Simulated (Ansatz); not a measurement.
**Effect of 3 layers on hypothetical rock salt YSi**

Take YSi in the rock salt structure (space group Fm-3m, No. 225; a = 5.834 Å; a hypothetical phase, not in the database extracts checked) as the base. Axes: x, y, z lie along the cube axes.

It is then changed as follows: a free-standing slab of 3 layers (6 atoms, 2 a layer) is cut normal to the z axis, with 15 Å of vacuum and the in-plane cell held at bulk.

Computed with r2SCAN (Ansatz, an electronic-structure program), no spin-orbit coupling. k-mesh 11×11×1 (Γ-centred); smearing 0.05 eV (Fermi–Dirac), for the changed cell.

```json
[
 {"quantity": "shortest interatomic distance", "base": "2.917 Å", "changed": "2.871 Å", "shift": "-0.0466 Å"},
 {"quantity": "band gap", "base": "zero", "changed": "zero", "shift": "–"},
 {"quantity": "excess energy per area of both faces (slab less bulk energy over the cell's area: twice a surface energy) (uncertain by up to 0.06 J/m²)", "base": "–", "changed": "1.79 J/m²", "shift": "–"}
]
```

Slab and bulk use different k-meshes, which limits the precision of the excess energy. Stability against distortions was not tested. The final runs are not spin-polarised. An odd electron count without spin: YSi. YSi has a high density of states at the Fermi level and may be magnetic at this level.
